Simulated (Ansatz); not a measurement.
The starting structures come from a database of crystals and need not be the phases stable at ambient conditions.

**Evanescent states of Li2GeF6 (P4_2/mnm, 18 atoms a cell, 10.0 Å³ an atom) along the normal of (111)**

These are r2SCAN (plane waves, PAW; Ansatz, a first-principles code) values and carry that method's errors.

No gap correction and no spin-orbit coupling; mid-gap is the computed energy nearest the middle.

Energies count from the valence-band top; κ is the least over a 6×4 mesh across the current.

| E (eV) | κ (1/Å) | where |
|---|---|---|
| 0.16 | 0.335 | Γ |
| 0.48 | 0.450 | Γ |
| 0.80 | 0.498 | Γ |
| 1.12 | 0.534 | Γ |
| 1.44 | 0.562 | Γ |
| 1.76 | 0.583 | Γ |
| 2.08 | 0.597 | Γ |
| 2.40 | 0.607 | Γ |
| 2.72 | 0.613 | Γ |
| 3.04 | 0.614 | Γ |
| 3.36 | 0.612 | Γ |
| 3.68 | 0.606 | Γ |
| 4.00 | 0.597 | Γ |
| 4.32 | 0.584 | Γ |
| 4.64 | 0.567 | Γ |
| 4.96 | 0.546 | Γ |
| 5.28 | 0.520 | Γ |
| 5.60 | 0.488 | Γ |
| 5.92 | 0.450 | Γ |
| 6.24 | 0.401 | Γ |
| 6.56 | 0.336 | Γ |
| 6.88 | 0.239 | Γ |

Q: How thick must the barrier be to attenuate the transmission by 10^6 when the electrodes' Fermi level lies at 4.32 eV, and what attenuation does that film give at 6.88 eV?

A: d = 6 ln 10 / (2 × 0.584) = 11.8 Å. At 6.88 eV it gives 6 × 0.239/0.584 = 2.5 decades.
